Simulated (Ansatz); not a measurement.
An Ansatz (a quantum-chemistry and plane-wave program) run: Pt with a change (tensor shear ε_xy = +2.00 %); r2SCAN (Ansatz; PAW; 500 eV plane waves; no spin-orbit coupling).

Input:

Ansatz 0.2 input:
```yaml
crystal:
  lattice:
    - [0.0394176945, 1.9708847252, 1.9708847252]
    - [1.9708847252, 0.0394176945, 1.9708847252]
    - [2.0103024197, 2.0103024197, 0]
  atoms:
    - { symbol: Pt, position: [0, 0, 0] }
basis: { ecutwfc: 500, ecutrho_ratio: 4, xc_grid: 4, fft_grid_basis: typed }
kpoints: { mp_grid: { grid: [29, 29, 29] } }
hamiltonian:
  xc: r2scan
  dispersion: none
  pseudopotentials: { kind: paw }
scf: { occupations: { method: fermi_dirac, width: 0.1 }, convergence: { dr2_threshold: 0.0000000001 } }
relax: { f_tol: 0.005, max_steps: 50 }
output: { forces: true, stress: true }
checkpoint: { write: state.ck, write_every: 1000 }
```

Output:

```
Relaxation: its limit of steps is 50 (relax.max_steps)
WARN ansatz: RAYON_NUM_THREADS=1 ignored (pool sized by the plan → 1); use --threads N
Pseudopotentials: kind: paw
Pseudopotential: Pt, paw, valence charge 18
Functional definition: r2SCAN
Crystal: 1 atoms, lattice volume = 15.305 Å³
Basis set: ecut = 500 eV, 387 PW (Γ), exchange–correlation on 96×96×96 points (64 copies of the dense FFT grid, shifted against one another)
Bands: 13, of which v1, the nominal top of the filled ones, is band 9 counted from 1 (8 counted from 0)
Symmetry: 8 space group operations
Space group: Immm (ITA 71), of the structure as read, at distance tolerance 2.5e-5 Å
k-points: 3375 of 24389
PAW frozen core: Pt, regenerated for the run's functional
Initial density: superposition of atomic densities (neutral atoms: chi_scale 0, normalization atom), corrected by the library's trained network
Initial wavefunctions: pseudopotential atomic-orbital guess
Eigensolver: davidson
Functional: x = r2scan, c = r2scan; τ floored in thin density (d = 2e-4 eV/Å³)
SCF iter   1: F=—  HF=-12536.805711 eV  |F-HF|=—  |Δ(HF+E_count)|=         —  Δρ=1.38e-2  dr2=2.26e-2  dr2_τ=1.12e-2  ethr=1.77e-3  ⟨swp⟩=5.0  Hψ=239313  notcnv=0
all-band conjugate gradients solve this SCF's bands
preconditioner: auto → none
SCF iter   2: F=—  HF=-12536.809717 eV  |F-HF|=—  |Δ(HF+E_count)|=   4.01e-3  Δρ=6.49e-3  dr2=4.23e-3  dr2_τ=6.68e-4  ethr=1.26e-4  ⟨swp⟩=2.0  Hψ=77362  notcnv=0
SCF iter   3: F=—  HF=-12536.810094 eV  |F-HF|=—  |Δ(HF+E_count)|=   3.77e-4  Δρ=1.20e-3  dr2=1.31e-4  dr2_τ=8.25e-6  ethr=2.35e-5  ⟨swp⟩=2.1  Hψ=57802  notcnv=0
SCF iter   4: F=—  HF=-12536.810151 eV  |F-HF|=—  |Δ(HF+E_count)|=   5.72e-5  Δρ=2.22e-4  dr2=6.19e-6  dr2_τ=6.74e-7  ethr=7.30e-7  ⟨swp⟩=2.0  Hψ=60367  notcnv=0
SCF iter   5: F=—  HF=-12536.810150 eV  |F-HF|=—  |Δ(HF+E_count)|=   5.14e-7  Δρ=4.33e-5  dr2=1.49e-7  dr2_τ=1.78e-8  ethr=3.44e-8  ⟨swp⟩=2.8  Hψ=75042  notcnv=0
SCF iter   6: F=—  HF=-12536.810152 eV  |F-HF|=—  |Δ(HF+E_count)|=   1.14e-6  Δρ=2.13e-5  dr2=3.53e-8  dr2_τ=2.99e-9  ethr=8.25e-10  ⟨swp⟩=2.2  Hψ=53597  notcnv=0
SCF iter   7: F=—  HF=-12536.810152 eV  |F-HF|=—  |Δ(HF+E_count)|=   2.71e-8  Δρ=2.93e-6  dr2=6.53e-10  dr2_τ=2.13e-10  ethr=1.96e-10  ⟨swp⟩=2.2  Hψ=65278  notcnv=0
SCF iter   8: F=-12536.810152 eV  HF=-12536.810152 eV  |F-HF|=1.27e-11  |Δ(HF+E_count)|=  1.46e-10  Δρ=2.09e-7  dr2=2.09e-12  dr2_τ=5.60e-13  ethr=1.00e-12  ⟨swp⟩=4.3  Hψ=149535  notcnv=0
SCF 1 converged in 8 iterations: F = -12536.810152 eV  dr2 = 2.09e-12
relax step   1: F+E_penalty+E_count = -12536.81015156 eV  Δ(F+E_penalty+E_count) = +0.000e0 eV  max|allowed force component| = 0.000e0 eV/Å  Δτ_max = 0.0000 Å  (8 SCF iters, accepted)
Crystal: 1 atoms, lattice volume = 15.305 Å³
Initial density: handed on by an earlier stage of this run
Initial wavefunctions: those handed on with the density
iter 1 solved again at ethr=1.00e-12 eV; its pass at ethr=3.10e-3 eV (dr2=2.07e-12 eV) is discarded
SCF iter   1: F=—  HF=-12536.810152 eV  |F-HF|=—  |Δ(HF+E_count)|=         —  Δρ=2.09e-7  dr2=2.09e-12  dr2_τ=5.60e-13  ethr=1.00e-12  ⟨swp⟩=1.7  Hψ=261028  notcnv=0
preconditioner: auto → none
SCF iter   2: F=-12536.810152 eV  HF=-12536.810152 eV  |F-HF|=1.09e-11  |Δ(HF+E_count)|=  1.82e-12  Δρ=9.95e-8  dr2=3.70e-13  dr2_τ=1.71e-13  ethr=1.00e-12  ⟨swp⟩=3.0  Hψ=116724  notcnv=0
SCF 2 converged in 2 iterations: F = -12536.810152 eV  dr2 = 3.70e-13
SCF converged after 2 iterations
Free energy (F): -12536.810152 eV
Harris-Foulkes:  -12536.810152 eV  (|F-HF|=1.09e-11)
Internal energy: -12536.758519 eV  (E = F + TS)
E sigma→0 (E₀):  -12536.784335 eV
Entropy (-TS):   -0.051633 eV (-51.633 meV/atom)
Fermi energy:    22.679301 eV
--- Per-component energies (eV) ---
  E_band       = -153.952326
  E_kinetic    = 637.939280
  E_local      = -1486.199611  (includes V_loc(G=0)·N_el)
  E_nonlocal   = 202.056724
  E_hartree    = 552.999885
  E_xc         = -250.198248
  E_vxc        = -337.647377  (∫ρ·V_xc dr)
  E_paw        = -9479.887662  (= ΣΔE_a)
  E_vpaw       = -297.669492  (= ΣTr[D̂ρ^β])
  E_aug_tail   = 0.000152  (compensation charges beyond the density's cutoff)
  E_vtau       = 21.568220  (kinetic-family band-sum trace: ∫τ·v_τ [+ j·A + Jᵃ·Aᵃ] dr)
  E_ewald      = -2713.237545
  E_core_change = -0.231494  (= ΣΔE_core)
  E_smearing   = -0.051633  (= −TS)
  E_closure    = 0.000000  (closes the sum)
  Σ components = -12536.810152   (vs F -12536.810152, Δ=0.00e0)
  [band-id]    e_kinetic+e_local+e_nonlocal+2·e_hartree+e_vxc+e_vpaw+e_augmentation_tail+e_vtau = -153.952334   (vs E_band -153.952326, Δ=-7.42e-6)
--- Forces (eV/Å), atoms counted from 1 ---
  atom   1  Pt     0.00000000     0.00000000    -0.00000000
  max |Σ_I F_I| component: 1.58e-30 eV/Å
--- Stress (GPa, compression-positive) ---
        0.919519      -2.984788       0.000000
       -2.984788       0.919519       0.000000
        0.000000       0.000000      -0.487300
  P = ⅓ Tr σ = 0.4506 GPa (4.506 kbar)
  The stress holds the Pulay correction. Without it, at fixed plane waves, as pw.x and ABINIT print it: P = 0.3780 GPa
  The stress includes an estimate of the error left by incomplete SCF convergence (largest component 0.0000 GPa).
--- Band table ---
  band table: none
--- Relaxed structure (1 steps of the walk, 1 accepted, 0 SCFs on fresh bases) ---
  F+E_penalty+E_count = -12536.81015156 eV   max|allowed force component| = 0.000e0 eV/Å
  atoms:
    - { symbol: Pt, position: [0.0, 0.0, 0.0] }
```

The cells carry an imposed strain or load. No phonon test of stability was made. All final runs are without spin polarisation. The cell was made from Pt in the fcc (Cu type) structure (space group Fm-3m, No. 225) by this change: tensor shear ε_xy = +2.00 %.
